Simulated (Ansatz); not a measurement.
Base system: SnO2 in the rutile structure (space group P4_2/mnm, No. 136; a = 4.7692 Å, c = 3.2120 Å).

The change: Ti takes the place of Sn on all its sites; the structure is relaxed again.

Levels (all Ansatz, a first-principles code, PAW): PBEsol (420 eV, without spin-orbit coupling); r2SCAN (500 eV, no spin-orbit coupling); HSE06 (420 eV, no SOC).

One geometry, relaxed with PBEsol, under each level:

| level | band gap | lowest conduction level above the VBM at special points | pressure |
|---|---|---|---|
| PBEsol | 1.87 eV | Γ 1.87 eV; M 1.90 eV; R 1.91 eV; X 2.55 eV | 0.00 GPa |
| r2SCAN | 2.24 eV | Γ 2.24 eV; M 2.28 eV; R 2.29 eV; X 2.93 eV | 2.00 GPa |
| HSE06 | 3.40 eV | Γ 3.40 eV; M 3.42 eV; R 3.45 eV | – |

Single points use the geometry relaxed with PBEsol. Their cutoffs differ, which shifts pressures a little. Stability against distortions was not tested. All final runs are without spin polarisation.
